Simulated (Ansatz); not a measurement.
Given:

```yaml
crystal:
  lattice:
    - [3.08634, 0.00000, 0.00000]
    - [-1.54317, 2.67285, 0.00000]
    - [0.00000, 0.00000, 5.04425]
  atoms:
    - { symbol: Si, position: [0.33333, 0.66667, 0.49936] }
    - { symbol: Si, position: [0.66667, 0.33333, 0.99936] }
    - { symbol: C, position: [0.33333, 0.66667, 0.87564] }
    - { symbol: C, position: [0.66667, 0.33333, 0.37564] }
```

Calculation: PBEsol with spin-orbit coupling, rigid bands (plane waves, PAW; Ansatz, an electronic-structure program). Condition of this run: biaxial stress xx = yy = -2 GPa (compression positive) (the target of the relaxation). Cell: cell and atoms relaxed with PBEsol, then loaded as said.

**Question.** Predict the electron conductivity mass (n e² τ/σ) at 300 K, by direction if it differs.

**Answer.** 0.44 (x), 0.44 (y), 0.26 (z) mₑ.

**Question.** Predict the hole conductivity mass (n e² τ/σ) at 300 K, by direction if it differs.

**Answer.** 1.27 (x), 1.27 (y), 1.41 (z) mₑ.

**Question.** And the band gap?

**Answer.** 2.16 eV at this level; semilocal functionals usually fall short of the measured gap.

Rigid bands, one relaxation time for all states, no polarons.
